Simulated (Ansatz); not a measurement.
Start from La₂O₃ (space group P-3m1, No. 164; a = 3.9065 Å, c = 6.0394 Å).

The change: cell and atoms relaxed at a pressure of 7 GPa.

Levels (all Ansatz, an electronic-structure program, PAW, earlier PAW set): PBEsol (420 eV, no SOC); r2SCAN (500 eV, without spin-orbit coupling); HSE06 (420 eV, without spin-orbit coupling); PBEsol+SOC (600 eV, with spin-orbit coupling).

One geometry, relaxed with PBEsol, under each level:

```csv
level,band gap,lowest conduction level above the VBM at special points,electron mass,pressure
PBEsol,3.75 eV,K 3.75 eV; M 3.83 eV; H 4.29 eV; Γ 4.41 eV,1.3 mₑ (at K),7.00 GPa
r2SCAN,4.21 eV,K 4.21 eV; M 4.35 eV; H 4.77 eV; Γ 4.98 eV,–,11.67 GPa
HSE06,5.28 eV,K 5.28 eV; M 5.44 eV; H 6.02 eV; Γ 6.06 eV,–,–
PBEsol+SOC,3.73 eV,K 3.73 eV; M 3.81 eV; H 4.27 eV; Γ 4.39 eV,1.2 mₑ (at K),–
```

Single points use the geometry relaxed with PBEsol. Their cutoffs differ, which shifts pressures a little. HSE06 was sampled on its mesh, a few special points and the semilocal edge points, so its gap is an upper bound. Differences between runs with and without spin-orbit coupling are approximate. Load acts through the strain it causes; cell and atoms are relaxed under it. Masses are band curvatures over ±0.01 Å⁻¹ around the edge. Stability against distortions was not tested. No other phases were tried under pressure.
